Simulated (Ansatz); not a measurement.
Functionals compared on a constructed model of the (111) surface of fcc Ag, a pseudomorphic layer of Os in the host's stacking (bottom of the slab: a bare face, its two planes held), in Ansatz (plane waves, PAW). The structure was relaxed with PBE; the other rows are single points on it. Cutoff 420 eV (500 eV for r2SCAN).

Set-up: 7 atoms, 14.5 Å thick at the start with caps and adatoms; mesh 15x15x1; 0.1 eV smearing; dipole correction on; 2 atoms held, the rest relaxed; start symmetry kept, larger cells not searched; no spin, no spin-orbit, no U. In PBE it is, or lies within 0.01 eV a 1x1 cell of, the lowest of the 2 structures of its composition computed so far; subsurface sites and larger cells were not tried. These notes are the PBE run's.

```
functional  work function of the top face (eV)  rough cost of the single point
----------  ----------------------------------  ------------------------------
PBE                                       5.76                               –
RPBE                                       [?]    very roughly 40 core-seconds
r2SCAN                                    5.90         roughly 70 core-seconds
```

Fill in the missing entries.


- RPBE, work function of the top face (eV): 5.62

Ansatz is a quantum-chemistry and plane-wave program.
